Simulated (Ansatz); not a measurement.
Where the default PAW files enter, the runs use the earlier of Ansatz's two default sets.

Given:

```xyz
10
Lattice="4.8050 0.0000 0.0000 2.4025 4.5868 0.0000 2.4025 1.2584 3.9664" Properties=species:S:1:pos:R:3 pbc="T T T"
Al     2.4025     2.7378     0.5866
Al     7.2075     3.1075     3.3798
Al     4.8050     4.7717     1.3966
Al     4.8050     1.0736     2.5699
O      4.0695     2.3345     3.7438
O      5.5405     3.5108     0.2227
O      3.8735     1.4613     0.9916
O      5.7365     4.3839     2.9748
O      6.4720     1.8466     2.2059
O      3.1380     3.9987     1.7605
```

Space group of this cell: R-3c, corundum. The cell is taken as given; by r2SCAN its mean pressure is -7.1 GPa.

Computed with r2SCAN (plane waves, PAW; Ansatz, a quantum-chemistry and plane-wave program).

The current runs along the normal of the first two printed vectors; no spin-orbit coupling. Scaled by the factor s: the length along the current (ions clamped). Meshes 8×8×8 and 8×8 across the current in all rows.

```json
[
 {"s": "0.97", "mean pressure (GPa)": "0.6", "band gap (eV)": "?"},
 {"s": "1.00", "mean pressure (GPa)": "-7.1", "band gap (eV)": "6.76"},
 {"s": "1.03", "mean pressure (GPa)": "-13.4", "band gap (eV)": "6.30"}
]
```

**Question.** Take the slope of the band gap against ln s from the two given rows, extrapolate to s = 0.97, and say what the run there gives.

**Answer.** Slope = (6.30 − 6.76) / ln 1.03 = -15.6 eV. The line gives 6.76 + (-15.6) × ln 0.97 = 7.23 eV. The run gives 7.08 eV, 0.15 eV under the line, 32 % of the predicted step.
